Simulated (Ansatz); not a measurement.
Hf, element substitutions

Consider Hf in the hcp (Mg type) structure (space group P6_3/mmc, No. 194; a = 3.198 Å, c = 5.047 Å).

Each row replaces one element on all its sites; cell and atoms are relaxed.

Level of theory: plane-wave PAW DFT at the r2SCAN level (Ansatz, a quantum-chemistry and plane-wave program, 500 eV), spin-orbit coupling left out, earlier PAW set.

```json
[
 {"case": "base", "shortest interatomic distance": "3.127 Å", "c/a ratio": "1.578"},
 {"case": "Hf → Ca", "shortest interatomic distance": "3.936 Å", "c/a ratio": "1.644"},
 {"case": "Hf → V", "shortest interatomic distance": "2.599 Å", "c/a ratio": "1.797"},
 {"case": "Hf → Ta", "shortest interatomic distance": "2.887 Å", "c/a ratio": "1.774"},
 {"case": "Hf → Ti", "shortest interatomic distance": "2.872 Å", "c/a ratio": "1.579"}
]
```

Stability against distortions was not tested. For V and Ta in this form, whether it has been made was not checked. Seeded moments were not kept for Hf → V. All final runs are without spin polarisation. This is not the structure that Ca has at room temperature and ambient pressure. This is not the structure that V has at room temperature and ambient pressure. This is not the structure that Ta has at room temperature and ambient pressure.
